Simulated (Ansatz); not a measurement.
Ansatz (a first-principles code) run on Li₄H₄Rh (I4/m, 9 atoms in the cell): self-consistent single point.

Method of the run: LDA (PW92), default PAW files made with PBE (plane waves; Ansatz).

```yaml
crystal:
  lattice:
    - [-3.10979, 3.10979, 2.04443]
    - [3.10979, -3.10979, 2.04443]
    - [3.10979, 3.10979, -2.04443]
  atoms:
    - { symbol: Li, position: [0.77954, 0.38575, 0.16529] }
    - { symbol: Li, position: [0.22046, 0.61425, 0.83471] }
    - { symbol: Li, position: [0.38575, 0.22046, 0.60621] }
    - { symbol: Li, position: [0.61425, 0.77954, 0.39379] }
    - { symbol: H, position: [0.73488, 0.06629, 0.80117] }
    - { symbol: H, position: [0.26512, 0.93371, 0.19883] }
    - { symbol: H, position: [0.06629, 0.26512, 0.33141] }
    - { symbol: H, position: [0.93371, 0.73488, 0.66859] }
    - { symbol: Rh, position: [0.00000, 0.00000, 0.00000] }
```

Reference input (self-consistent single point, DFT, LDA (PW92), plane waves, default PAW files made with PBE): kpoints.mp_grid.grid = 8 8 8; hamiltonian.xc = lda; hamiltonian.pseudopotentials = {kind: paw} (the program's default PAW files); scf.occupations.method = gaussian; scf.occupations.width = 0.05 eV. This run's input differs from it in these lines:

Ansatz 0.2 input:
```diff
@@ -17,3 +17,3 @@
 kpoints:
-  mp_grid: { grid: [8, 8, 8] }
+  mp_grid: { grid: [5, 5, 5] }
 hamiltonian:
```

Log, with long lists cut:

```
SCF iter   1: F=—  HF=-7151.973589 eV  |F-HF|=—  |Δ(HF+E_count)|=         —  Δρ=1.18e-2  dr2=6.27e-2  ethr=1.77e-3  ⟨swp⟩=5.8  Hψ=2478  notcnv=0  defer=14
all-band conjugate gradients solve this SCF's bands
preconditioner: auto → none
SCF iter   2: F=—  HF=-7151.940813 eV  |F-HF|=—  |Δ(HF+E_count)|=   3.28e-2  Δρ=5.14e-3  dr2=1.08e-2  ethr=1.90e-4  ⟨swp⟩=2.4  Hψ=902  notcnv=0  defer=61
SCF iter   3: F=—  HF=-7151.934661 eV  |F-HF|=—  |Δ(HF+E_count)|=   6.15e-3  Δρ=8.19e-4  dr2=5.76e-4  ethr=3.26e-5  ⟨swp⟩=2.0  Hψ=770  notcnv=0  defer=61
SCF iter   4: F=—  HF=-7151.934511 eV  |F-HF|=—  |Δ(HF+E_count)|=   1.50e-4  Δρ=2.05e-4  dr2=1.50e-5  ethr=1.75e-6  ⟨swp⟩=2.3  Hψ=645  notcnv=0  defer=61
SCF iter   5: F=—  HF=-7151.934507 eV  |F-HF|=—  |Δ(HF+E_count)|=   4.33e-6  Δρ=2.73e-5  dr2=2.98e-7  ethr=4.56e-8  ⟨swp⟩=2.0  Hψ=620  notcnv=0  defer=61
SCF iter   6: F=-7151.934507 eV  HF=-7151.934507 eV  |F-HF|=5.38e-9  |Δ(HF+E_count)|=   5.60e-8  Δρ=7.27e-6  dr2=1.72e-8  ethr=3.03e-10  ⟨swp⟩=8.5  Hψ=2183  notcnv=0
SCF 1 converged in 6 iterations: F = -7151.934507 eV  dr2 = 1.72e-8
Free energy (F): -7151.934507 eV
Internal energy: -7151.931237 eV  (E = F + TS)
E sigma→0 (E₀):  -7151.932872 eV
Entropy (-TS):   -0.003270 eV (-0.363 meV/atom)
Fermi energy:    6.068218 eV
--- Forces (eV/Å), atoms counted from 1 ---
  atom   1  Li    -0.01479166     0.02894939    -0.00000000
  atom   2  Li     0.01479166    -0.02894939    -0.00000000
  atom   3  Li    -0.02894939    -0.01479166    -0.00000000
  atom   4  Li     0.02894939     0.01479166     0.00000000
  atom   5  H     -0.00321376     0.04420307    -0.00000000
  atom   6  H      0.00321376    -0.04420307    -0.00000000
  atom   7  H     -0.04420307    -0.00321376     0.00000000
  atom   8  H      0.04420307     0.00321376     0.00000000
  atom   9  Rh     0.00000000    -0.00000000     0.00000000
--- Stress (GPa, compression-positive) ---
       -2.401639       0.000001       0.000000
       -0.000001      -2.401639       0.000000
        0.000000       0.000000      -3.258406
  P = ⅓ Tr σ = -2.6872 GPa (-26.872 kbar)
  The stress holds the Pulay correction. Without it, at fixed plane waves, as pw.x and ABINIT print it: P = -2.7946 GPa
```

The run converged in 6 iterations. Against the reference run the free energy rises by 1.5 meV/atom, the pressure moves little (-2.74 to -2.69 GPa) and the largest force goes from 0.060 to 0.044 eV/Å.

The starting cell comes from a database of computed structures (which also holds hypothetical and non-ambient phases and stackings), without a prior relaxation at this level. Spin polarisation is off. Ansatz's pressure includes its estimate of the finite-basis (Pulay) stress.
